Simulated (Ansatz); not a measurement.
An Ansatz (a quantum-chemistry and plane-wave program) input (plane-wave PAW DFT at the LDA level (Ansatz, 420 eV), no SOC):

Ansatz 0.2 input:
```yaml
crystal:
  lattice:
    - [4.0985567933, 0, 0]
    - [-2.0492783967, 3.5282845943, 0]
    - [0, 0, 6.6367493976]
  atoms:
    - { symbol: Cd, position: [0.3333333333, 0.6666666667, 0.0003818239] }
    - { symbol: Cd, position: [0.6666666667, 0.3333333333, 0.5003818239] }
    - { symbol: S, position: [0.3333333333, 0.6666666667, 0.3766181761] }
    - { symbol: S, position: [0.6666666667, 0.3333333333, 0.8766181761] }
basis: { ecutwfc: 420, ecutrho_ratio: 4, xc_grid: 2, fft_grid_basis: typed }
kpoints: { mp_grid: { grid: [9, 9, 5] } }
hamiltonian:
  xc: lda
  dispersion: none
  pseudopotentials: { kind: paw }
scf: { occupations: { method: fermi_dirac, width: 0.05 }, convergence: { dr2_threshold: 0.0000000004 } }
relax: { f_tol: 0.005, max_steps: 50 }
output: { forces: true, stress: true }
checkpoint: { write: state.ck, write_every: 1000 }
```

Q: Which symmetry and how many k-points will the program report, and about how many plane waves at Γ?

A: Space group Cmc21 (ITA 36) with 4 operations, k-points 75 of 405, and 1839 plane waves at Γ.

Q: And the final pressure?

A: -0.40 GPa (compression positive).

The cells carry an imposed strain or load. No phonon test of stability was made. The cell was made from CdS in the wurtzite structure (space group P6_3mc, No. 186) by this change: uniaxial strain ε_xx = +0.60 %.
